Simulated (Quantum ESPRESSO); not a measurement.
Quantum ESPRESSO run on NbAu2 (P1, 3 atoms in the cell): self-consistent single point.

Method: LDA (PZ), GBRV 1.5 ultrasoft (LDA) pseudopotentials (plane waves; Quantum ESPRESSO).

```xyz
3
Lattice="4.6765 0.0000 0.0000 -2.3382 4.0499 0.0000 0.0000 0.0000 2.7431" Properties=species:S:1:pos:R:3 pbc="T T T"
Nb     0.0047     0.0671    -0.0243
Au     2.3536     1.3001     1.3504
Au    -0.0200     2.6827     1.4170
```

Reference input (self-consistent single point, DFT, PBEsol, plane waves, GBRV 1.5 ultrasoft (PBESOL) pseudopotentials): ecutwfc = 40 Ry; ecutrho = 320 Ry; occupations = smearing; smearing = fd; degauss = 0.0099958 Ry; potentials = {Nb: nb_pbesol_v1.uspp.F.UPF, Au: au_pbesol_v1.uspp.F.UPF}; K_POINTS = automatic 5 5 7 0 0 0; conv_thr = 1e-10 Ry; mixing_beta = 0.4. This run's input differs from it in these lines:

```diff
@@ -22,4 +22,4 @@
 ATOMIC_SPECIES
-Nb    92.9064  nb_pbesol_v1.uspp.F.UPF
-Au   196.9666  au_pbesol_v1.uspp.F.UPF
+Nb    92.9064  nb_lda_v1.uspp.F.UPF
+Au   196.9666  au_lda_v1.uspp.F.UPF
 CELL_PARAMETERS {angstrom}
```

Log, with long lists cut:

```
     Self-consistent Calculation

     iteration #  1     ecut=    40.00 Ry     beta= 0.40

     total energy              =    -347.87603888 Ry
     estimated scf accuracy    <       0.44296156 Ry

     iteration #  2     ecut=    40.00 Ry     beta= 0.40

     total energy              =    -347.94468819 Ry
     estimated scf accuracy    <       0.13323259 Ry

     iteration #  3     ecut=    40.00 Ry     beta= 0.40

     total energy              =    -347.97020753 Ry
     estimated scf accuracy    <       0.01723008 Ry

   [... 7 blocks of this kind left out ...]

     iteration # 11     ecut=    40.00 Ry     beta= 0.40

     total energy              =    -347.97218510 Ry
     estimated scf accuracy    <          1.1E-10 Ry

     iteration # 12     ecut=    40.00 Ry     beta= 0.40
     End of self-consistent calculation

     the Fermi energy is    16.9213 ev

!    total energy              =    -347.97218511 Ry
     estimated scf accuracy    <          4.0E-11 Ry
     smearing contrib. (-TS)   =      -0.00495954 Ry
     internal energy E=F+TS    =    -347.96722556 Ry

     convergence has been achieved in  12 iterations

     Forces acting on atoms (cartesian axes, Ry/au):

     atom    1 type  1   force =    -0.00054785   -0.01917284    0.00400540
     atom    2 type  2   force =    -0.01119983    0.01997274    0.00095285
     atom    3 type  2   force =     0.01174768   -0.00079990   -0.00495826

     Total force =     0.032748     Total SCF correction =     0.000013

          total   stress  (Ry/bohr**3)                   (kbar)     P=      -95.79
  -0.00074603   0.00006397   0.00000053         -109.75        9.41        0.08
   0.00006397  -0.00059327  -0.00001371            9.41      -87.27       -2.02
   0.00000053  -0.00001371  -0.00061414            0.08       -2.02      -90.34

   JOB DONE.
```

The run converged in 12 iterations. Against the reference run the pressure goes from -5.35 to -9.58 GPa and the largest force goes from 0.626 to 0.589 eV/Å.

The starting cell comes from a database of computed structures (which also holds hypothetical and non-ambient phases and stackings), without a prior relaxation at this level. Its atoms were displaced at random from the sites of space group no. 191. Spin polarisation is off. With a pressure of about -10 GPa the cell is away from its equilibrium volume at this level.

Cost on one core of a shared machine: roughly 40 s.
